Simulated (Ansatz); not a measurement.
Consider AgI in the zinc blende structure (space group F-43m, No. 216).

AgI is modelled in the cubic space group F-43m (No. 216), the zinc blende structure, Pearson symbol cF8. Lattice parameters: a = b = c = 6.4499 Å, α = β = γ = 90.00°. I on 4c is surrounded by 4 Ag at 2.793 Å (tetrahedral). Ag on 4a is surrounded by 4 I at 2.793 Å (tetrahedral). (Neighbours: up to the widest gap in distance over summed covalent radii, below 1.35, at either atom; cation-cation and far metal-metal contacts left out.)
(The calculation used a cell of 2 atoms; values per cell refer to that cell.)

Level of theory: PBEsol/PAW in Ansatz (an electronic-structure program), scalar-relativistic without spin-orbit coupling.

Before the change:

Electron mass: 0.15 mₑ (at Γ)
Pressure: 0.00 GPa

Modification: an isotropic linear strain of −4.80 %; the atoms relax in the strained cell.

**Question.** What happens to the electron mass?

**Answer.** The electron mass becomes 0.14 mₑ (at Γ) (base: 0.15 mₑ (at Γ)).

**Question.** Predict the new energy relative to the base.

**Answer.** The energy goes up by 93 meV/atom.

**Question.** What does the calculation give for the pressure after the change?

**Answer.** The pressure goes from zero to 7.53 GPa.

With I present, leaving out spin-orbit coupling can change the band edges. Effective masses come from finite differences of ±0.01 Å⁻¹. Whether these cells are dynamically stable was not tested.
